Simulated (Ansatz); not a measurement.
Cell and atoms of amorphous hafnium silicate (Si24O50Hf):

```
CELL_PARAMETERS angstrom
     10.20195    -0.24776    -0.26341
     -0.24776    10.49127     0.24217
     -0.26341     0.24217    10.54253
ATOMIC_POSITIONS crystal
  Si 0.63155 0.52756 0.75566
  Si 0.30938 0.81651 0.26838
  Si 0.79736 0.99157 0.59995
  Si 0.23647 0.55789 0.38735
  Si 0.25035 0.74367 0.99821
  Si 0.24015 0.09333 0.36605
  Si 0.88008 0.37487 0.46205
  Si 0.71193 0.97167 0.86276
  Si 0.46642 0.15368 0.86895
  Si 0.81123 0.17855 0.23323
  Si 0.57818 0.30472 0.09566
  Si 0.84483 0.88819 0.35519
  Si 0.57989 0.74146 0.31307
  Si 0.03611 0.17821 0.51892
  Si 0.92586 0.13064 0.97516
  Si 0.93842 0.62030 0.32494
  Si 0.88597 0.36696 0.77760
  Si 0.29247 0.34819 0.18349
  Si 0.20157 0.01412 0.88637
  Si 0.55807 0.71211 0.94628
  Si 0.28269 0.13412 0.64433
  Si 0.17335 0.46929 0.90627
  Si 0.36043 0.53492 0.66981
  Si 0.70250 0.57403 0.15591
  O  0.68864 0.65578 0.67930
  O  0.81944 0.96290 0.75358
  O  0.24262 0.21345 0.25982
  O  0.85366 0.88529 0.51049
  O  0.55886 0.57732 0.87889
  O  0.21808 0.37968 0.03885
  O  0.84744 0.03754 0.29788
  O  0.28936 0.46681 0.27962
  O  0.67081 0.43590 0.09585
  O  0.08235 0.56493 0.34243
  O  0.66374 0.18815 0.16187
  O  0.14907 0.21474 0.62911
  O  0.62103 0.83298 0.85639
  O  0.59194 0.06836 0.84568
  O  0.07388 0.08416 0.94100
  O  0.60837 0.59553 0.27401
  O  0.09162 0.07944 0.42046
  O  0.70807 0.83384 0.29141
  O  0.34294 0.07989 0.94404
  O  0.86012 0.58724 0.19018
  O  0.17103 0.61420 0.95556
  O  0.44757 0.32765 0.16963
  O  0.22248 0.76775 0.14543
  O  0.54523 0.73173 0.45937
  O  0.95004 0.77730 0.33127
  O  0.91767 0.19690 0.11537
  O  0.28699 0.70881 0.38220
  O  0.27423 0.96042 0.30386
  O  0.66698 0.69818 0.06213
  O  0.63725 0.97040 0.58426
  O  0.85918 0.52718 0.43118
  O  0.27649 0.47273 0.79065
  O  0.89460 0.11879 0.56847
  O  0.02597 0.43173 0.83930
  O  0.40451 0.20004 0.72818
  O  0.27692 0.50649 0.53343
  O  0.22505 0.01171 0.73212
  O  0.75290 0.44037 0.80748
  O  0.52794 0.27174 0.95045
  O  0.81250 0.01002 0.98281
  O  0.80249 0.28614 0.34686
  O  0.87736 0.22735 0.85597
  O  0.46272 0.81431 0.23256
  O  0.18529 0.86321 0.92110
  O  0.50421 0.46384 0.67295
  O  0.33178 0.10939 0.50083
  O  0.40882 0.74003 0.97830
  O  0.02469 0.31892 0.44649
  O  0.39653 0.68971 0.68019
  O  0.86702 0.36017 0.62030
  Hf 0.56315 0.78576 0.62896
```

Methods: PBE, scalar-relativistic without spin-orbit coupling (Ansatz, a first-principles code); r2SCAN, scalar-relativistic without spin-orbit coupling (Ansatz); HSE06, scalar-relativistic without spin-orbit coupling (Ansatz). Neutral PBE cell, which sets geometry, pressure and energy: sampling: a 2×2×2 Γ-centred mesh; Fermi-Dirac width 0.02 eV; no spin polarisation. Exact exchange is cut at the faces of this 10 Å cell, which leaves hybrid gaps a finite-size error.

The cell was made by melting and quenching with the CHGNet potential and then relaxed with DFT. O atoms were pushed apart under 1.9 Å during the dynamics, to hinder bonds among them. The hot cell started wider than the set density and was brought back towards it in steps. It is the lowest in DFT energy of 2 quenches. It is a model cell: composition and starting density were chosen by hand, and all elements were melted together. No dispersion term was used. Its density started from a set value of 2.44 and ended at 2.44 g/cm³. The quench (nominally 320 K/ps over its main leg) was far faster than any real one, so the model tends to hold more defects than a real film. A cell of this size samples the disorder only roughly. The volume was held where the preparation left it and the shape relaxed.

Give the pressure, the energy against reference phases and the spacing of the highest filled and lowest empty levels.


| Property | Value |
|---|---|
| Pressure on a 2×2×2 Γ-centred mesh | -2.24 GPa |
| Largest force and stress component on that mesh (the relaxation ran on the zone centre alone) | 0.03 eV/Å and 2.2 GPa |
| Energy relative to alpha cristobalite + HfSiO4 (I4_1/amd) (lowest mix at this level among the phases computed, not always the ambient ones) | 0.144 eV/atom |
| Level gap on a 2×2×2 Γ-centred mesh (PBE) | 4.69 eV |
| Level gap at the zone centre (PBE) | 4.70 eV |
| Level gap at the zone centre (r2SCAN) | 5.39 eV |
| Level gap at the zone centre (HSE06) | 6.51 eV |
| Distance between the nearest levels spread over more than a fifth of the atoms or a third of the atoms of their main element (six at least) (PBE, zone centre) | 4.98 eV |

At PBE and the zone centre, how localised are the states just below and above the Fermi level (participation number: the atoms over which a state spreads)?

The highest filled state is spread over 7.3 atoms' worth, largest on O72, with weights by element (charge in smoothed Voronoi cells) O 0.97, Si 0.03, Hf 0.00. The lowest empty state is spread over 60.3 atoms' worth, largest on Si7, with weights by element (charge in smoothed Voronoi cells) O 0.65, Si 0.32, Hf 0.03.

At PBE the levels at the filled edge of the gap are localised (band-tail or defect states), and the nearest spread-out levels lie 5.0 eV apart at the zone centre.

Bonds are counted up to Si-Si 2.60 Å, Si-O 1.90 Å, Si-Hf 2.89 Å, O-O 1.58 Å, O-Hf 2.65 Å, Hf-Hf 3.34 Å. Two cations that share two anions don't count as bonded, nor two that share one unless they lie closer than Si-Si 2.38 Å, Si-Hf 2.81 Å, Hf-Hf 3.25 Å.

Added carriers, by PBE, scalar-relativistic without spin-orbit coupling (Ansatz) on the zone centre alone. Charged cells keep the cell fixed and stand in a uniform background, with no image correction, at a width of 0.01 eV; where the count is odd the moment is locked at 1 μB, unless the neutral cell bore moments. Each starts from the undistorted neutral geometry alone. PBE's self-interaction favours spread-out carriers, so it can miss traps that a hybrid finds.

What happens at PBE when the cell takes an extra electron and the atoms relax?

Relaxation lowers the charged cell by 0.03 eV. The largest moves are Si7 0.06 Å, O72 0.04 Å, O65 0.04 Å, O74 0.04 Å. The level that holds the added charge spreads over 55.9 atoms' worth, most on Si7 (weight 0.05): a carrier spread over the cell. No bond crosses its cut-off with a change of over 0.15 Å (metal-metal contacts aside). Made neutral again at that geometry, the cell lies +0.04 eV from the neutral start.

What happens at PBE when the cell takes a hole and the atoms relax?

Relaxation lowers the charged cell by 0.09 eV. The largest moves are O48 0.15 Å, O65 0.08 Å, O42 0.07 Å, O25 0.07 Å. The level that was emptied spreads over 12.4 atoms' worth, most on O72 (weight 0.18): a partly localised carrier. No bond crosses its cut-off with a change of over 0.15 Å (metal-metal contacts aside). Made neutral again at that geometry, the cell lies +0.17 eV from the neutral start.
